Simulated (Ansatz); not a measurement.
The starting structures come from a database of crystals and need not be the phases stable at ambient conditions.

The decay constant κ of evanescent states in the gap governs leakage through a thin film.

Input:

```xyz
2
Lattice="2.9063 0.0000 0.0000 -1.4531 2.5169 0.0000 1.4531 0.8390 2.4214" Properties=species:S:1:pos:R:3 pbc="T T T"
Mg     0.0000     0.0000     0.0000
O      2.9063     1.6779     1.2107
```

The cell is strained (lengths across the current scaled by 0.98, ions clamped); by r2SCAN it stands under a pressure of 8.8 GPa.

Transport runs along the normal of the first two printed cell vectors, the (111) (indices of the unstrained crystal) plane of the conventional cell.

The gap is the functional's own. No spin-orbit coupling. Mid-gap values are those at the computed energy nearest the middle.

Q: State the band gap and the smallest decay constant κ at mid-gap according to r2SCAN (Ansatz, a quantum-chemistry and plane-wave program).

A: Gap 6.12 eV on a 14×14×14 mesh; κ = 0.378 1/Å, at the zone centre.
